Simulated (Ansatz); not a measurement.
```yaml
crystal:
  lattice:
    - [13.50000, 0.00000, 0.00000]
    - [0.00000, 13.50000, 0.00000]
    - [0.00000, 0.00000, 4.89241]
  atoms:
    - { symbol: Sr, position: [0.40707, 0.40707, 0.00000] }
    - { symbol: O, position: [0.41513, 0.41513, 0.50000] }
    - { symbol: O, position: [0.41513, 0.58487, 0.00000] }
    - { symbol: Sr, position: [0.40707, 0.59293, 0.50000] }
    - { symbol: O, position: [0.58487, 0.41513, 0.00000] }
    - { symbol: Sr, position: [0.59293, 0.40707, 0.50000] }
    - { symbol: Sr, position: [0.59293, 0.59293, 0.00000] }
    - { symbol: O, position: [0.58487, 0.58487, 0.50000] }
```

Levels: PBE (plane waves to 420 eV, PAW; Ansatz, a quantum-chemistry and plane-wave program); r2SCAN (plane waves to 500 eV, PAW; Ansatz); Ansatz with HSE06. Unmarked values and the geometry are of the first. Mesh 1×1×62. No spin polarisation. Isolated but for its images some 11 Å away. A hypothetical model. Only distortions within the start's symmetry and period were free. HSE06 ran on a 1×1×4 mesh and at PBE's edge points. Buckling under compression is shut out by symmetry and the short period.

Problem. Give the properties of this body.

Solution. 
| Quantity | Value |
|---|---|
| largest distance between nuclei across the axis | 3.55 Å |
| PBE gap | 1.79 eV, direct at Γ |
| electron mass along the axis (PBE) | 0.89 mₑ |
| hole mass along the axis (PBE) | 0.32 mₑ |
| valence and conduction edges under the vacuum level (PBE) | 3.07 and 1.29 eV |
| r2SCAN gap at this geometry | 2.29 eV |
| HSE06 gap at this geometry | 2.85 eV |
| axial stiffness dF/dε | 67 nN |
